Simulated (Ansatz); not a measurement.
## C axis length of RuC (R-3m, No. 166, 4 atoms in the cell; start mp-999259) at several levels of theory

No measured value is used here.

| level (code) | value (Å) |
|---|---|
| LDA (Ansatz) | 18.605 |
| PBE (Ansatz) | 18.851 |
| PBEsol (Ansatz) | 18.719 |
| PBE-D3(BJ) (Ansatz) | 18.745 |

LDA, PBE, PBEsol, PBE-D3(BJ): the run has no spin polarisation, so it can have missed a magnetic state. LDA, PBE, PBEsol, PBE-D3(BJ): the relaxation could not lower the start's symmetry, so the cell can be a saddle point above a distorted one. Ansatz's density-functional and Hartree–Fock values are scalar-relativistic unless marked +SOC, with PAW data made under PBE.

A start named mp-… is a Materials Project structure, which need not be a measured phase.

Ansatz is a quantum-chemistry and plane-wave program.
